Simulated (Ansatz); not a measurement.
**Response to strain in TiSi2**

The reference is TiSi2 (space group Fddd, No. 70).

```yaml
crystal:
  lattice:
    - [0.00000, 4.09011, 4.24993]
    - [2.38008, 0.00000, 4.24993]
    - [2.38008, 4.09011, 0.00000]
  atoms:
    - { symbol: Si, position: [0.66372, 0.33628, 0.66372] }
    - { symbol: Si, position: [0.33628, 0.66372, 0.33628] }
    - { symbol: Si, position: [0.58628, 0.91372, 0.58628] }
    - { symbol: Si, position: [0.91372, 0.58628, 0.91372] }
    - { symbol: Ti, position: [0.00000, 0.00000, 0.00000] }
    - { symbol: Ti, position: [0.25000, 0.25000, 0.25000] }
```

Cartesian axes are those of the cell as printed.

Strains are applied to the cell and any free atomic positions relax; under biaxial strain the out-of-plane vector relaxes too.

Computed with PBEsol (Ansatz, a first-principles code), no spin-orbit coupling.

Notes on the quantities. pressure: mean of the normal stresses, compression positive; energy relative to the base: free energy F.

```json
[
 {"variant": "base", "pressure": "0.0 GPa", "volume per atom": "13.79 Å³", "energy relative to the base": "0 meV/atom"},
 {"variant": "biaxial strain −1.39 %, plane normal [001], relaxed out of plane", "pressure": "3.5 GPa", "volume per atom": "13.46 Å³", "energy relative to the base": "+6.0 meV/atom"},
 {"variant": "biaxial strain −0.72 %, plane normal [001], relaxed out of plane", "pressure": "1.7 GPa", "volume per atom": "13.62 Å³", "energy relative to the base": "+1.6 meV/atom"},
 {"variant": "biaxial strain +2.42 %, plane normal [001], relaxed out of plane", "pressure": "-4.9 GPa", "volume per atom": "14.37 Å³", "energy relative to the base": "?"},
 {"variant": "biaxial strain +4.12 %, plane normal [001], relaxed out of plane", "pressure": "-7.6 GPa", "volume per atom": "?", "energy relative to the base": "+45 meV/atom"},
 {"variant": "uniaxial strain ε_zz = −6.00 %", "pressure": "13.9 GPa", "volume per atom": "12.96 Å³", "energy relative to the base": "+78 meV/atom"}
]
```

Fill in the withheld entries from the trend.


- biaxial strain +2.42 %, plane normal [001], relaxed out of plane, energy relative to the base: +16 meV/atom
- biaxial strain +4.12 %, plane normal [001], relaxed out of plane, volume per atom: 14.79 Å³

Without a gap, meshes like the base's 13×13×13 leave anisotropic stresses uncertain by several tenths of a GPa, and small strain energies with them. Stability against distortions was not tested. All final runs are without spin polarisation.
